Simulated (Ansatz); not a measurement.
Data:

End structure of N on the 1x1 (111) surface of fcc Rh, one in a 2x2 cell, started at the site 'bridge Rh-Rh (span 2.7 Å)':

```
CELL_PARAMETERS angstrom
      5.41644     0.00000     0.00000
     -2.70822     4.69077     0.00000
      0.00000     0.00000    26.00000
ATOMIC_POSITIONS crystal
  Rh 0.16667 0.33333 0.37435
  Rh 0.16667 0.83333 0.37435
  Rh 0.66667 0.33333 0.37435
  Rh 0.66667 0.83333 0.37435
  Rh 0.33333 0.16667 0.45810
  Rh 0.33333 0.66667 0.45810
  Rh 0.83333 0.16667 0.45810
  Rh 0.83333 0.66667 0.45810
  Rh 0.00003 0.00002 0.54057
  Rh 0.99880 0.49940 0.54244
  Rh 0.50064 0.00122 0.54244
  Rh 0.50064 0.49942 0.54244
  Rh 0.17079 0.34140 0.62919
  Rh 0.17079 0.82939 0.62919
  Rh 0.66676 0.33338 0.62494
  Rh 0.65879 0.82940 0.62919
  N  0.00013 0.00006 0.66874
```

Set-up: 17 atoms, 6.5 Å thick at the start under the adsorbate (thin: gaps and levels are the slab's own); mesh 6x6x1; 0.1 eV smearing; dipole correction on; single point; on the structure that PBE left under its start's symmetry; no spin, no spin-orbit, no U, no dispersion correction. At the end it is bonded to 3 Rh. In PBE it is, or lies within 0.03 eV of, the lowest of the starts that converged; the order may differ at this level.

A negative adsorption energy means that the adsorbate is more stable on the surface than in its reference.

### Question
Give the change of the step from the bottom to the top vacuum level, against the clean slab at the level Ansatz (a first-principles code) with r2SCAN, at the PBE geometry.

### Answer
0.52 eV

### Question
Give the work function of the top face at the level r2SCAN, at the PBE geometry.

### Answer
5.63 eV

### Question
Estimate the adsorption energy against ½ N2(g) at the same level that r2SCAN, at the PBE geometry returns for this input.

### Answer
-0.39 eV

### Question
Predict the change of the work function from r2SCAN, at the PBE geometry.

### Answer
0.49 eV
